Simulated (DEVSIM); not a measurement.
Device: Cr/SiO2/p-Ge capacitor, at 400 K.

```
layer (left to right)  material  thickness (nm)  Na (cm⁻³)
---------------------  --------  --------------  ---------
1                          SiO2            8.90          -
2                            Ge             710       7e17
```

Metal gate on the left, work function 4.5 eV. Fixed charge at the semiconductor interface -6.5e10 cm⁻² (in units of +e); no interface traps.

The device is made up for the run: typed textbook-type constants, with dimensions and the other settings drawn at random. Values at 300 K; Nc and Nv go as T^1.5, mobilities as T to minus their exponent, the gap by Varshni's rule with the affinity fixed.

| parameter | SiO2 | Ge |
|---|---|---|
| gap (eV) | 9 | 0.664 |
| affinity (eV) | 0.9 | 4 |
| permittivity | 3.9 | 16 |
| Nc (cm⁻³) | - | 1.04e19 |
| Nv (cm⁻³) | - | 6e18 |
| Varshni α (eV/K) | - | 0.000477 |
| Varshni β (K) | - | 235 |

DEVSIM, 1D Poisson equation in equilibrium, Boltzmann statistics, complete ionisation; no quantum confinement or tunnelling. Metal contacts follow the ideal Schottky-Mott rule: no Fermi-level pinning, no interface dipoles.

Base results: threshold voltage (band bending 2φF) (V) 1.37; flat-band voltage (V) -0.01; capacitance of the dielectric stack (μF/cm²) 0.388; minimum of the low-frequency capacitance (μF/cm²) 0.227.

Task: What follows from this one change: temperature 400 → 450 K?

Result: threshold voltage (band bending 2φF) 1.37 → 1.28 V; flat-band voltage -0.01 → 0.03 V; capacitance of the dielectric stack little changed (0.388 μF/cm²); minimum of the low-frequency capacitance 0.227 → 0.240 μF/cm².

Task: What follows from this one change: interface trap density 0 → 2e+12 cm^-2 eV^-1?

Result: threshold voltage (band bending 2φF) 1.37 → 1.43 V; flat-band voltage -0.01 → -0.30 V; capacitance of the dielectric stack little changed (0.388 μF/cm²); minimum of the low-frequency capacitance 0.227 → 0.268 μF/cm².

Task: What follows from this one change: substrate doping 7e+17 → 3.5e+16 cm^-3?

Result: threshold voltage (band bending 2φF) 1.37 → 0.47 V; flat-band voltage -0.01 → 0.09 V; capacitance of the dielectric stack little changed (0.388 μF/cm²); minimum of the low-frequency capacitance 0.227 → 0.135 μF/cm².

Task: What follows from this one change: fixed charge -6.5e+10 → 6.1e+11 cm^-2?

Result: threshold voltage (band bending 2φF) 1.37 → 1.09 V; flat-band voltage -0.01 → -0.29 V; capacitance of the dielectric stack little changed (0.388 μF/cm²); minimum of the low-frequency capacitance little changed (0.228 μF/cm²).

Task: What follows from this one change: SiO2 thickness 0.0089 → 0.0036 μm?

Result: threshold voltage (band bending 2φF) 1.37 → 0.79 V; flat-band voltage -0.01 → -0.02 V; capacitance of the dielectric stack 0.388 → 0.959 μF/cm²; minimum of the low-frequency capacitance 0.227 → 0.351 μF/cm².
